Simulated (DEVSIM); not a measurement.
Device: Si p-i-n diode, at 250 K.

Layer 1 from the left is Si, thickness (μm) 0.290, Na (cm⁻³) 2.9e18, τn (s) 0.00019, τp (s) 6.2e-5. Layer 2 from the left is Si, thickness (μm) 0.200, Nd (cm⁻³) 3.4e13, τn (s) 6.2e-5, τp (s) 6.2e-5. Layer 3 from the left is Si, thickness (μm) 2.30, Nd (cm⁻³) 2.2e18, τn (s) 6.2e-5, τp (s) 6.2e-5.

Left contact: ohmic. Right contact: ohmic. Voltage is applied to the left contact. Recombination: SRH at mid-gap. Mobility is μmin + (μ − μmin)/(1 + (N/Nref)^α).

Constants are typed, rounded textbook-type inputs, not results; the design itself was drawn at random and stands for no fabricated device. Values at 300 K; Nc and Nv go as T^1.5, mobilities as T to minus their exponent, the gap by Varshni's rule with the affinity fixed.

Si: gap (eV) 1.124, affinity (eV) 4.05, permittivity 11.7, Nc (cm⁻³) 2.86e19, Nv (cm⁻³) 3.1e19, μn (cm²/Vs) 1417, μp (cm²/Vs) 470, μn,min 52, μp,min 45, Nref,n 9.7e16, Nref,p 2.2e17, αn 0.68, αp 0.72, T exponent of μn 2.3, T exponent of μp 2.2, Varshni α (eV/K) 0.000473, Varshni β (K) 636.

DEVSIM, 1D drift-diffusion, Boltzmann statistics, complete ionisation; no tunnelling, impact ionisation, image-force lowering or self-heating.

What does the simulation give for the dark forward voltage at 1 A/cm², the potential step across the device at zero bias, the dark forward voltage at 100 A/cm²?

dark forward voltage at 1 A/cm² 0.801 V; potential step across the device at zero bias 1.042 V; dark forward voltage at 100 A/cm² 0.901 V.
